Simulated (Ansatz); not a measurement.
# A self-consistent single point of SrIr3 (I4/mmm, 4 atoms in the cell) with Ansatz

Method: revPBE, default PAW files made with PBE (plane waves; Ansatz, a first-principles code).

This input was run:

Ansatz 0.2 input:
```yaml
# SrIr3
crystal:
  lattice:
    - [-2.209322, 2.209322, 4.921141]
    - [2.209322, -2.209322, 4.921141]
    - [2.209322, 2.209322, -4.921141]
  atoms:
    - { symbol: Ir, position: [0.500000, 0.500000, 0.000000] }
    - { symbol: Ir, position: [0.750000, 0.250000, 0.500000] }
    - { symbol: Ir, position: [0.250000, 0.750000, 0.500000] }
    - { symbol: Sr, position: [0.000000, 0.000000, 0.000000] }
basis:
  ecutwfc: 30.9 Ry
kpoints:
  mp_grid: { grid: [11, 11, 11] }
hamiltonian:
  xc: revpbe
  pseudopotentials: { kind: paw }
scf:
  occupations: { method: gaussian, width: 0.02 Ry }
output:
  forces: true
  eigenvalues: true
  stress: true
```

Output (repeated stretches shortened):

```
WARN ansatz: RAYON_NUM_THREADS=1 ignored (pool sized by the plan → 1); use --threads N
Pseudopotentials: kind: paw
Pseudopotential: Ir, paw, valence charge 17
Pseudopotential: Sr, paw, valence charge 10
Crystal: 4 atoms, lattice volume = 96.082 Å³
Basis set: ecut = 420.4159175005146 eV, 1897 PW (Γ), exchange–correlation on 80×80×80 points (8 copies of the dense FFT grid, shifted against one another)
Bands: 37, of which v1, the nominal top of the filled ones, is band 31 counted from 1 (30 counted from 0)
Symmetry: 16 space group operations
Space group: I4/mmm (ITA 139), of the structure as read, at distance tolerance 4.6e-5 Å
k-points: 126 of 1331
PAW frozen core: Ir, regenerated for the run's functional, and the local potential with it
PAW frozen core: Sr, regenerated for the run's functional, and the local potential with it
Initial density: superposition of atomic densities (neutral atoms: chi_scale 0, normalization atom), corrected by the library's trained network
Initial wavefunctions: pseudopotential atomic-orbital guess
Eigensolver: davidson
Functional: x = revpbe(κ = 1.245, μ = 0.2195149727645171), c = pbe(β = 0.06672455060314922)
SCF iter   1: F=—  HF=-39379.290286 eV  |F-HF|=—  |Δ(HF+E_count)|=         —  Δρ=5.29e-3  dr2=2.18e-2  ethr=1.77e-3  ⟨swp⟩=6.4  Hψ=19600  notcnv=0
all-band conjugate gradients solve this SCF's bands
preconditioner: auto → Kerker (q_TF=auto, 2.529 Å⁻¹)
SCF iter   2: F=—  HF=-39379.291704 eV  |F-HF|=—  |Δ(HF+E_count)|=   1.42e-3  Δρ=2.38e-3  dr2=3.93e-3  ethr=3.58e-5  ⟨swp⟩=1.9  Hψ=6554  notcnv=0
SCF iter   3: F=—  HF=-39379.291724 eV  |F-HF|=—  |Δ(HF+E_count)|=   2.00e-5  Δρ=7.33e-4  dr2=6.69e-4  ethr=6.44e-6  ⟨swp⟩=1.3  Hψ=5273  notcnv=0
SCF iter   4: F=—  HF=-39379.291760 eV  |F-HF|=—  |Δ(HF+E_count)|=   3.63e-5  Δρ=2.63e-4  dr2=1.49e-4  ethr=1.10e-6  ⟨swp⟩=1.6  Hψ=5888  notcnv=0
SCF iter   5: F=—  HF=-39379.291748 eV  |F-HF|=—  |Δ(HF+E_count)|=   1.19e-5  Δρ=1.07e-4  dr2=2.50e-5  ethr=2.45e-7  ⟨swp⟩=1.6  Hψ=5784  notcnv=0
SCF iter   6: F=—  HF=-39379.291746 eV  |F-HF|=—  |Δ(HF+E_count)|=   2.37e-6  Δρ=3.48e-5  dr2=2.34e-6  ethr=4.09e-8  ⟨swp⟩=2.1  Hψ=6032  notcnv=0
SCF iter   7: F=—  HF=-39379.291745 eV  |F-HF|=—  |Δ(HF+E_count)|=   4.97e-7  Δρ=9.06e-6  dr2=1.26e-7  ethr=3.84e-9  ⟨swp⟩=2.0  Hψ=6317  notcnv=0
SCF iter   8: F=-39379.291745 eV  HF=-39379.291745 eV  |F-HF|=3.86e-9  |Δ(HF+E_count)|=   5.84e-9  Δρ=2.72e-6  dr2=9.13e-9  ethr=1.64e-10  ⟨swp⟩=6.0  Hψ=17695  notcnv=0
SCF 1 converged in 8 iterations: F = -39379.291745 eV  dr2 = 9.13e-9
SCF converged after 8 iterations
Free energy (F): -39379.291745 eV
Harris-Foulkes:  -39379.291745 eV  (|F-HF|=3.86e-9)
Internal energy: -39379.028065 eV  (E = F + TS)
E sigma→0 (E₀):  -39379.159905 eV
Entropy (-TS):   -0.263681 eV (-65.920 meV/atom)
Fermi energy:    12.390702 eV
--- Per-component energies (eV) ---
  E_band       = -862.834396
  E_kinetic    = 2098.313266
  E_local      = -5802.652032  (includes V_loc(G=0)·N_el)
  E_nonlocal   = 423.571211
  E_hartree    = 2099.102472
  E_xc         = -965.882815
  E_vxc        = -1044.869762  (∫ρ·V_xc dr)
  E_paw        = -30398.365280  (= ΣΔE_a)
  E_vpaw       = -735.399405  (= ΣTr[D̂ρ^β])
  E_aug_tail   = 0.000201  (compensation charges beyond the density's cutoff)
  E_ewald      = -6832.997518
  E_core_change = -0.117570  (= ΣΔE_core)
  E_smearing   = -0.263681  (= −TS)
  E_closure    = -0.000000  (closes the sum)
  Σ components = -39379.291745   (vs F -39379.291745, Δ=0.00e0)
--- Forces (eV/Å), atoms counted from 1 ---
  atom   1  Ir     0.00000000     0.00000000    -0.00000000
   [... zero for the other atoms too ...]
  max |Σ_I F_I| component: 3.47e-18 eV/Å
--- Stress (GPa, compression-positive) ---
      -18.479905       0.000000       0.000000
        0.000000     -18.479905       0.000000
        0.000000       0.000000     -22.520583
  P = ⅓ Tr σ = -19.8268 GPa (-198.268 kbar)
  The stress holds the Pulay correction. Without it, at fixed plane waves, as pw.x and ABINIT print it: P = -19.8569 GPa
--- Band table (eV; the first three rows and the last of 126) ---
  k-point 0: bands = ["-78.7449", "-78.7396", "-78.6054", "-35.6739", "-35.6739", "-35.6636", "-35.5973", "-35.5973", "-35.5534", "-35.5484", "-35.4118", "-35.4118", "-21.1454", "-3.2804", "-3.2389", "-3.2389", "6.5837", "9.2735", "9.5898", [...]
  k-point 1: bands = ["-78.7447", "-78.7398", "-78.6054", "-35.6771", "-35.6673", "-35.6603", "-35.6040", "-35.5967", "-35.5536", "-35.5493", "-35.4119", "-35.4116", "-21.1445", "-3.2799", "-3.2565", "-3.2456", "6.7571", "9.3902", "9.6867", [...]
  k-point 2: bands = ["-78.7441", "-78.7403", "-78.6054", "-35.6825", "-35.6545", "-35.6495", "-35.6220", "-35.5952", "-35.5539", "-35.5517", "-35.4122", "-35.4110", "-21.1423", "-3.2949", "-3.2784", "-3.2634", "7.2440", "9.6151", "10.0297", [...]
  k-point 125: bands = ["-78.7447", "-78.7397", "-78.6055", "-35.6731", "-35.6731", "-35.6545", "-35.5983", "-35.5980", "-35.5630", "-35.5486", "-35.4115", "-35.4114", "-21.1437", "-3.3137", "-3.2460", "-3.2362", "8.0530", "8.8297", "9.5217", [...]
```

The run converged in 8 iterations.

The starting cell was generated: these elements placed on a structure prototype, without a prior relaxation; it need not be a known phase or ordering of this composition. Spin-orbit coupling is off. Spin polarisation is off. With a pressure of about -20 GPa the cell is away from its equilibrium volume at this level. Ansatz's pressure includes its estimate of the finite-basis (Pulay) stress.
